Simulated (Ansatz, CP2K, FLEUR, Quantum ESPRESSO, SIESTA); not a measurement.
## LaMg2 (C2/m, 6 atoms in the cell) computed with different codes at matched settings

Self-consistent single point.

```xyz
6
Lattice="6.2105 -1.7173 0.0000 6.2105 1.7173 0.0000 -2.0094 0.0000 7.8227" Properties=species:S:1:pos:R:3 pbc="T T T"
La     3.5168     0.0000     3.5554
La     6.8948     0.0000     4.2673
Mg     8.2767     0.0000     0.8937
Mg     2.1349     0.0000     6.9290
Mg    11.7843     0.0000     1.4112
Mg    -1.3728     0.0000     6.4115
```

All programs got the same cell, k-point mesh and kind of occupations (in Ansatz's words: kpoints.mp_grid.grid = 5 5 2; scf.occupations.method = fermi_dirac; scf.occupations.width = 0.1 eV); potentials, basis and cutoffs are each program's usual ones.

| code | model | pressure (GPa) | largest force (eV/Å) | k-points | cutoff |
|---|---|---|---|---|---|
| SIESTA | GGA PBEsol, numerical atomic orbitals DZP, PseudoDojo PBEsol standard norm-conserving potentials (rewritten from UPF to PSML) | -0.16 | 0.127 | 28 | grid 300 Ry |
| Quantum ESPRESSO | PBEsol, GBRV 1.5 ultrasoft (PBESOL) pseudopotentials | -1.03 | 0.157 | 18 | 40 Ry |
| FLEUR | PBEsol, all-electron FLAPW (FLEUR), scalar-relativistic valence | – | 0.164 | 18 | Kmax 3.8 1/bohr |
| Ansatz | PBEsol, PAW files made with PBE | -1.14 | 0.179 | 18 | 420 eV |
| CP2K | PBEsol, GPW, DZVP-MOLOPT-SR-GTH basis, GTH-PBE potentials (GTH_POTENTIALS) | 0.54 | 0.375 | 26 | grid 1000 Ry |

Size of the force on each atom (eV/Å): Sizes of forces hide their directions.

```
code                La1    La2    Mg3    Mg4    Mg5    Mg6
----------------  -----  -----  -----  -----  -----  -----
SIESTA            0.127  0.127  0.123  0.123  0.098  0.098
Quantum ESPRESSO  0.157  0.157  0.073  0.073  0.105  0.105
FLEUR             0.164  0.164  0.077  0.077  0.103  0.103
Ansatz            0.179  0.179  0.072  0.072  0.107  0.107
CP2K              0.056  0.056  0.375  0.375  0.150  0.150
```

A dash marks a value that a program does not give, or that is left out as unsure.

The spread over the programs that give each value: pressure within 1.68 GPa; largest force within 0.248 eV/Å.

The starting cell comes from a database of computed structures (which also holds hypothetical and non-ambient phases and stackings), without a prior relaxation at this level. On Ansatz's run: Without a gap this mesh is coarse (it stands for a supercell whose shortest vector is 16 Å).

Question: Why do the programs differ, and what cannot be compared?

Answer: Differences of this kind can come from the potentials, where these differ, and from what each basis and cutoff leave unconverged. The zero of total energies and Fermi levels follows the potentials and each program's conventions, so they are not compared here. SIESTA and CP2K use small atom-centred bases, whose incompleteness enters pressures, forces and empty levels differently from a plane-wave cutoff. FLEUR treats all electrons, but the usual bases taken here (sphere radii, linearisation, local orbitals, empty states) were not tested for convergence, so the values are no reference for the others. Ansatz's pressure is given at a fixed set of plane waves, as the other plane-wave codes print theirs. The programs reduce the same mesh by symmetry to different extents, which changes the work and not the result. In the pressure, CP2K (by 1.62) lies more than 1 GPa from the median of the plane-wave programs. In the force vectors, SIESTA (by 0.295) and CP2K (by 0.307) lie more than 0.08 eV/Å from the median of the plane-wave programs.

The shared mesh is coarse (it stands for a supercell whose shortest vector is 16 Å), so the values are not converged in it.

Left out of this page: ABINIT (stopped by limits of time or memory); Elk (not drawn, or without a comparable value).

Ansatz is a program for electronic structure.

Keys are those of Ansatz 0.2.
